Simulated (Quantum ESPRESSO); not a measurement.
Input and output of a self-consistent single point for a sheet of TiTe2 (3 atoms in the cell) (Quantum ESPRESSO).

Method of the run: PBE, PseudoDojo standard norm-conserving (PBE) pseudopotentials (plane waves; Quantum ESPRESSO).

```xyz
3
Lattice="3.8770 0.0000 0.0000 -1.9385 3.3576 0.0000 0.0000 0.0000 17.1706" Properties=species:S:1:pos:R:3 pbc="T T T"
Ti     0.0000     0.0000     8.5853
Te     0.0000     2.2384    10.1706
Te     1.9385     1.1192     7.0000
```

Reference input (self-consistent single point, DFT, PBE, plane waves, PseudoDojo standard norm-conserving (PBE) pseudopotentials): ecutwfc = 85 Ry; occupations = smearing; smearing = gauss; degauss = 0.0073499 Ry; potentials = {Ti: Ti.upf, Te: Te.upf}; K_POINTS = automatic 5 5 1 0 0 0; conv_thr = 1e-11 Ry; mixing_beta = 0.3. This run's input differs from it in these lines:

```diff
@@ -29,3 +29,3 @@
 K_POINTS {automatic}
-5 5 1  0 0 0
+7 7 1  0 0 0
 CELL_PARAMETERS {angstrom}
```

The program printed (abridged):

```
     Self-consistent Calculation

     iteration #  1     ecut=    85.00 Ry     beta= 0.30

     Threshold (ethr) on eigenvalues was too large:
     Diagonalizing with lowered threshold

     negative rho (up, down):  2.258E-05 0.000E+00

     total energy              =    -537.98854608 Ry
     estimated scf accuracy    <       0.08056550 Ry

     iteration #  2     ecut=    85.00 Ry     beta= 0.30

     negative rho (up, down):  1.394E-05 0.000E+00

     total energy              =    -537.99307801 Ry
     estimated scf accuracy    <       0.02073822 Ry

     iteration #  3     ecut=    85.00 Ry     beta= 0.30

     negative rho (up, down):  8.945E-06 0.000E+00

     total energy              =    -537.99447940 Ry
     estimated scf accuracy    <       0.01931386 Ry

   [... 11 blocks of this kind left out ...]

     iteration # 15     ecut=    85.00 Ry     beta= 0.30

     total energy              =    -537.99647371 Ry
     estimated scf accuracy    <          1.8E-10 Ry

     iteration # 16     ecut=    85.00 Ry     beta= 0.30
     End of self-consistent calculation

     the Fermi energy is     0.5574 ev

!    total energy              =    -537.99647371 Ry
     estimated scf accuracy    <          5.0E-12 Ry
     smearing contrib. (-TS)   =      -0.00052091 Ry
     internal energy E=F+TS    =    -537.99595279 Ry

     convergence has been achieved in  16 iterations

     Forces acting on atoms (cartesian axes, Ry/au):

     atom    1 type  1   force =    -0.00000000    0.00000000    0.00000000
     atom    2 type  2   force =    -0.00000000   -0.00000000    0.03276335
     atom    3 type  2   force =    -0.00000000   -0.00000000   -0.03276335

     Total force =     0.046334     Total SCF correction =     0.000006

          total   stress  (Ry/bohr**3)                   (kbar)     P=        7.61
   0.00001272  -0.00000000  -0.00000000            1.87       -0.00       -0.00
  -0.00000000   0.00001272  -0.00000000           -0.00        1.87       -0.00
   0.00000000   0.00000000   0.00012974            0.00        0.00       19.09

   JOB DONE.
```

The run converged in 16 iterations. Against the reference run the free energy goes down by 7.6 meV/atom and the largest force goes from 0.883 to 0.842 eV/Å.

The starting cell was generated: these elements placed on a structure prototype, without a prior relaxation; it need not be a known phase or ordering of this composition. Its lattice was rescaled in the plane by a random factor within 2.5 % of one. Spin polarisation is off, so a magnetic state, if there is one, cannot be reached.

Cost on one core of a shared machine: roughly 90 s.
